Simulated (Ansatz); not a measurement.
A computed series for Na2CO3: pressure series

The reference is Na2CO3 (space group P6_3/mmc, No. 194; a = 5.2159 Å, c = 6.1315 Å; a cell from a computed database, its experimental status unchecked).

Cell and atoms are relaxed at each pressure.

Calculations: r2SCAN in Ansatz (plane waves to 500 eV, PAW, without spin-orbit coupling).

```csv
pressure (GPa),volume per atom (Å³/atom)
-2,12.659
-1,12.324
0,12.039
3,11.369
7,10.728
15,?
30,8.881
```

Fit the third-order Birch–Murnaghan form P(V) = (3B₀/2)[(V₀/V)^(7/3) − (V₀/V)^(5/3)]·[1 + (3/4)(B₀′ − 4)((V₀/V)^(2/3) − 1)] (squares taken in P) to the rows shown and predict the withheld row.

Least squares on the printed values gives V₀ = 12.039 Å³/atom, B₀ = 45.3 GPa, B₀′ = 5.1; this predicts 9.864 Å³/atom, and the run gives 9.867 Å³/atom, 0.003 higher.

Load acts through the strain it causes; cell and atoms are relaxed under it. Stability against distortions was not tested. Competing high-pressure phases were not computed.

Ansatz is a program for electronic structure.
